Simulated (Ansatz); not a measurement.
ScPt (Pm-3m): band-structure transport figures

Given:

```yaml
crystal:
  lattice:
    - [3.25855, 0.00000, 0.00000]
    - [0.00000, 3.25855, 0.00000]
    - [0.00000, 0.00000, 3.25855]
  atoms:
    - { symbol: Sc, position: [0.50000, 0.50000, 0.50000] }
    - { symbol: Pt, position: [0.00000, 0.00000, 0.00000] }
```

Method: PBEsol, rigid bands (plane waves, PAW, scalar-relativistic; Ansatz, an electronic-structure program). Cell: cell and atoms relaxed with PBEsol.

```json
{
  "density of states at the Fermi level": "1.26 states/(eV·cell), both spins",
  "bare Sommerfeld coefficient": "1.48 mJ/(mol of atoms·K²)",
  "drude_plasma_energy": "7.3 eV",
  "root-mean-square Fermi velocity": "7.5e5 m/s",
  "resistivity times τ": "9.1 ×10⁻²² Ω·m·s"
}
```

A metal at this level (no band gap); rigid bands, thermally averaged at 300 K, both spins. Spin-orbit coupling is left out, which matters with elements this heavy. τ is one relaxation time for all states.

Formula and space group known from diffraction (Crystallography Open Database), not checked to be the room-temperature form: ScPt (Pm-3m).
